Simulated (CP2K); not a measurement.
**A series of runs on Bi2WO8 (P1, 11 atoms in the cell)**

```cif
data_Bi2O8W
_chemical_formula_sum 'Bi2 W1 O8'
_space_group_name_H-M_alt 'P1'
_space_group_IT_number 1
_space_group_name_Hall 'P 1'
_cell_length_a 5.45375
_cell_length_b 5.72328
_cell_length_c 5.80677
_cell_angle_alpha 112.118
_cell_angle_beta 103.398
_cell_angle_gamma 97.502
loop_
_atom_site_label
_atom_site_type_symbol
_atom_site_symmetry_multiplicity
_atom_site_Wyckoff_symbol
_atom_site_fract_x
_atom_site_fract_y
_atom_site_fract_z
_atom_site_occupancy
Bi1 Bi 1 a 0.52095 0.95258 0.02274 1
Bi2 Bi 1 a 0.76302 0.77140 0.50309 1
W1 W 1 a 0.16952 0.35123 0.48872 1
O1 O 1 a 0.20212 0.22571 0.72528 1
O2 O 1 a 0.13810 0.72503 0.70456 1
O3 O 1 a 0.29761 0.21368 0.20838 1
O4 O 1 a 0.41341 0.72787 0.21874 1
O5 O 1 a 0.53522 0.58043 0.68360 1
O6 O 1 a 0.71564 0.09599 0.80888 1
O7 O 1 a 0.90335 0.95501 0.27264 1
O8 O 1 a 0.82106 0.38108 0.32337 1
```

Base run A: CP2K with PBEsol, GPW, DZVP-MOLOPT-SR-GTH basis, GTH-PBE potentials (GTH_POTENTIALS), self-consistent single point.

Its settings: CUTOFF = 500 Ry; REL_CUTOFF = 40 Ry; SMEAR/METHOD = GAUSSIAN; SIGMA = 0.01 eV; KPOINTS/SCHEME = MONKHORST-PACK 3 3 3; XC_FUNCTIONAL = PBE:PBESOL; Bi/BASIS_SET = DZVP-MOLOPT-SR-GTH-q5; Bi/POTENTIAL = GTH-PBE-q5; W/BASIS_SET = DZVP-MOLOPT-SR-GTH-q14; W/POTENTIAL = GTH-PBE-q14; O/BASIS_SET = DZVP-MOLOPT-SR-GTH-q6; O/POTENTIAL = GTH-PBE-q6; METHOD = GPW; EPS_DEFAULT = 1e-10; NGRIDS = 5; SCF_GUESS = ATOMIC; EPS_SCF = 1e-07; MAX_SCF = 100; ADDED_MOS = 12; MIXING/METHOD = BROYDEN_MIXING.

The starting cell comes from a database of computed structures (which also holds hypothetical and non-ambient phases and stackings), without a prior relaxation at this level. Spin-orbit coupling is off. Spin polarisation is off. Values carry the incompleteness of an atom-centred basis. The potentials were made for another functional than the one used. In the base run, with a pressure of about -3 GPa the cell is away from its equilibrium volume at this level. In the base run, forces exceed 1 eV/Å.

A dash stands where there is no value to compare (another energy zero or no entropy term, no result, no spin, no clean gap, or a mesh too coarse for one). Absolute energies have different zeros for different potentials, functionals, Hubbard and dispersion terms and are not compared across them.

| run | change | pressure (GPa) | largest force (eV/Å) | gap on the mesh (eV) | dispersion energy (eV/atom) |
|---|---|---|---|---|---|
| A | base | -3.06 | 2.117 | 0.160 | – |
| B | PAIR_POTENTIAL/TYPE: default → DFTD3; REFERENCE_FUNCTIONAL: default → PBEsol; R_CUTOFF: default → 15 angstrom [PBEsol-D3(0)] | -4.29 | 2.138 | 0.160 | -0.108 |
| C | PAIR_POTENTIAL/TYPE: default → DFTD3(BJ); REFERENCE_FUNCTIONAL: default → PBEsol; R_CUTOFF: default → 15 angstrom [PBEsol-D3(BJ)] | -4.89 | 2.126 | 0.160 | -0.161 |
| D | PAIR_POTENTIAL/TYPE: default → DFTD3(BJ); REFERENCE_FUNCTIONAL: default → PBEsol; R_CUTOFF: default → 15 angstrom; CALCULATE_C9_TERM: default → T [PBEsol-D3(BJ)+ATM] | -4.71 | 2.125 | 0.160 | -0.152 |

Run B against A: The pressure goes from -3.06 to -4.29 GPa, the largest force goes from 2.117 to 2.138 eV/Å and the gap on the mesh stays at 0.160 eV.

Run D against A: The pressure goes from -3.06 to -4.71 GPa, the largest force hardly changes (2.117 to 2.125 eV/Å) and the gap on the mesh stays at 0.160 eV.

Run C against A: The pressure goes from -3.06 to -4.89 GPa, the largest force hardly changes (2.117 to 2.126 eV/Å) and the gap on the mesh stays at 0.160 eV.
